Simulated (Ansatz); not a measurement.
A series of runs on SrGe₄O₉ (P321, 42 atoms in the cell)

```
CELL_PARAMETERS angstrom
     11.10691     0.00000     0.00000
     -5.55345     9.61887     0.00000
      0.00000     0.00000     4.65073
ATOMIC_POSITIONS crystal
  Sr 0.32800 0.00000 0.00000
  Sr 0.00000 0.32800 0.00000
  Sr 0.67200 0.67200 0.00000
  Ge 0.00000 0.00000 0.00000
  Ge 0.33333 0.66667 0.10760
  Ge 0.66667 0.33333 0.89240
  Ge 0.82090 0.00000 0.50000
  Ge 0.00000 0.82090 0.50000
  Ge 0.17910 0.17910 0.50000
  Ge 0.49080 0.34100 0.39900
  Ge 0.65900 0.14980 0.39900
  Ge 0.85020 0.50920 0.39900
  Ge 0.34100 0.49080 0.60100
  Ge 0.14980 0.65900 0.60100
  Ge 0.50920 0.85020 0.60100
  O  0.51120 0.00000 0.50000
  O  0.00000 0.51120 0.50000
  O  0.48880 0.48880 0.50000
  O  0.60220 0.42220 0.12450
  O  0.57780 0.18000 0.12450
  O  0.82000 0.39780 0.12450
  O  0.42220 0.60220 0.87550
  O  0.18000 0.57780 0.87550
  O  0.39780 0.82000 0.87550
  O  0.15460 0.06160 0.76360
  O  0.93840 0.09300 0.76360
  O  0.90700 0.84540 0.76360
  O  0.06160 0.15460 0.23640
  O  0.09300 0.93840 0.23640
  O  0.84540 0.90700 0.23640
  O  0.32550 0.21450 0.29490
  O  0.78550 0.11100 0.29490
  O  0.88900 0.67450 0.29490
  O  0.21450 0.32550 0.70510
  O  0.11100 0.78550 0.70510
  O  0.67450 0.88900 0.70510
  O  0.51020 0.24960 0.67220
  O  0.75040 0.26060 0.67220
  O  0.73940 0.48980 0.67220
  O  0.24960 0.51020 0.32780
  O  0.26060 0.75040 0.32780
  O  0.48980 0.73940 0.32780
```

Base run A: Ansatz (an electronic-structure program) with PBEsol, default PAW files made with PBE, self-consistent single point.

Its settings: basis.ecutwfc = 420 eV; kpoints.mp_grid.grid = 2 2 4; hamiltonian.xc = pbesol; hamiltonian.pseudopotentials = {kind: paw} (the program's default PAW files); scf.occupations.method = methfessel_paxton; scf.occupations.width = 0.1 eV.

The starting cell comes from a database of published, mostly measured structures (it also holds non-ambient and calculated ones), without a prior relaxation at this level. Its lattice was rescaled by a random factor within 2.5 % of one. In the base run, with a pressure of about 16 GPa the cell is away from its equilibrium volume at this level. In the base run, forces exceed 1 eV/Å. Ansatz's pressure includes its estimate of the finite-basis (Pulay) stress.

Total energies depend on the potentials, the functional and any Hubbard or dispersion term, so they are compared only between runs that share all of them.

Runs:
- B: hamiltonian.xc: pbesol → lda [LDA (PW92)]
- C: hamiltonian.xc: pbesol → blyp [BLYP]
- D: basis.ecutwfc: 420 eV → 500 eV; hamiltonian.xc: pbesol → r2scan [r2SCAN]

| run | pressure (GPa) | largest force (eV/Å) | gap on the mesh (eV) |
|---|---|---|---|
| A | 16.33 | 1.603 | 3.999 |
| B | 10.58 | 1.340 | 3.936 |
| C | 26.21 | 1.784 | 4.154 |
| D | 15.19 | 1.289 | 4.758 |

Run C against A: The pressure goes from 16.33 to 26.21 GPa, the largest force goes from 1.603 to 1.784 eV/Å and the gap on the mesh goes from 3.999 to 4.154 eV.

Run D against A: The pressure goes from 16.33 to 15.19 GPa, the largest force goes from 1.603 to 1.289 eV/Å and the gap on the mesh goes from 3.999 to 4.758 eV.

Left out of this page: 2 runs of the series held back from this collection.

Keys are those of Ansatz 0.2.
